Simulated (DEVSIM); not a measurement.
Structure: Au/HfO2/SiO2/p-Si capacitor, at 300 K.

Layer 1 from the left is HfO2, thickness (nm) 27.0. Layer 2 from the left is SiO2, thickness (nm) 1.20. Layer 3 from the left is Si, thickness (nm) 1200, Na (cm⁻³) 2.3e17.

Metal gate on the left, work function 5.1 eV. Fixed charge at the semiconductor interface 0 cm⁻² (in units of +e); interface traps 1e10 cm⁻² eV⁻¹, uniform in energy, neutral level at 0.3 of the gap above the valence band.

This is a model device: material constants are rounded textbook-type values typed into the input, and sizes, dopings and lifetimes were drawn at random. Values at 300 K.

HfO2: gap (eV) 5.7, affinity (eV) 2.5, permittivity 22. SiO2: gap (eV) 9, affinity (eV) 0.9, permittivity 3.9. Si: gap (eV) 1.124, affinity (eV) 4.05, permittivity 11.7, Nc (cm⁻³) 2.86e19, Nv (cm⁻³) 3.1e19.

Model (solved in DEVSIM): 1D Poisson equation in equilibrium, Boltzmann statistics, complete ionisation; no quantum confinement or tunnelling. Metal contacts follow the ideal Schottky-Mott rule: no Fermi-level pinning, no interface dipoles.

Q: What does the simulation give for the minimum of the low-frequency capacitance?

A: minimum of the low-frequency capacitance 0.129 μF/cm².
